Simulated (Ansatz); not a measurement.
Consider FeCo in the CsCl type structure (space group Pm-3m, No. 221; a = 2.800 Å; ferromagnetic).

Method: PBEsol, PAW, 420 eV (Ansatz, a first-principles code; scalar-relativistic without spin-orbit coupling), earlier PAW set.

Base values:

The magnetic state is ferromagnetic and the density is 8.68 g/cm³.

Now apply this change: full substitution Fe → P; the structure is relaxed again.

Task: Predict the new magnetic state.

Result: The magnetic state goes from ferromagnetic to non-magnetic.

Task: How does this affect the density?

Result: The density shrinks by 1.64 g/cm³ (8.68 g/cm³ → 7.04 g/cm³).

The magnetic state is the one reached from the starting moments; the real material's order can differ, and small cells can't hold many antiferromagnetic ones. No phonon test of stability was made. As relaxed here, CoP is a hypothetical phase, not in the database extracts checked. Seeded moments were not kept for Fe → P. Spin-polarised in the final run: base; the other runs are not.
